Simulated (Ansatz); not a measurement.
# Carrier properties of SnO2 under load (space group P4_2/mnm)

Given:

```yaml
crystal:
  lattice:
    - [4.71921, 0.00000, 0.00000]
    - [0.00000, 4.71921, 0.00000]
    - [0.00000, 0.00000, 3.30562]
  atoms:
    - { symbol: Sn, position: [0.00000, 0.00000, 0.00000] }
    - { symbol: Sn, position: [0.50000, 0.50000, 0.50000] }
    - { symbol: O, position: [0.30719, 0.30719, 0.00000] }
    - { symbol: O, position: [0.69281, 0.69281, 0.00000] }
    - { symbol: O, position: [0.80719, 0.19281, 0.50000] }
    - { symbol: O, position: [0.19281, 0.80719, 0.50000] }
```

Calculation: r2SCAN, rigid bands (plane waves, PAW, scalar-relativistic; Ansatz, a program for electronic structure). Condition of this run: uniaxial stress along c of -8 GPa (compression positive) (the target of the relaxation). Cell: cell and atoms relaxed with PBEsol, then loaded as said.

```yaml
band_gap: 1.48 eV
electron conductivity mass (300 K, dilute): 0.21 (x), 0.21 (y), 0.185 (z) mₑ
hole conductivity mass (300 K, dilute): 1.53 (x), 1.53 (y), 1.83 (z) mₑ
effective density of states N_c (300 K): 2.1e18 cm⁻³
effective density of states N_v (300 K): 4.8e19 cm⁻³
density_of_states_mass_electrons: 0.190 mₑ
density_of_states_mass_holes: 1.55 mₑ
Seebeck coefficient, n-type 1e19 cm⁻³, 300 K: -115 μV/K
best n-type power factor at 300 K for τ = 10 fs (best axis; densities from 1e16 to 1e21 cm⁻³ tried, whether or not they can be reached): 1.98 μW/(cm·K²) at 1e19 cm⁻³
Seebeck coefficient, p-type 1e19 cm⁻³, 300 K: 350 μV/K
best p-type power factor at 300 K for τ = 10 fs (best axis; densities from 1e16 to 1e21 cm⁻³ tried, whether or not they can be reached): 4.9 μW/(cm·K²) at 1e20 cm⁻³
```

Rigid bands; masses and Seebeck coefficients take one relaxation time τ for all states and one kind of carrier; polarons and phonon drag are left out. Spin-orbit coupling is left out; where it splits the top of the valence band, N_v and the p-type Seebeck coefficient come out somewhat high without it. Geometry: cell and atoms relaxed with PBEsol.
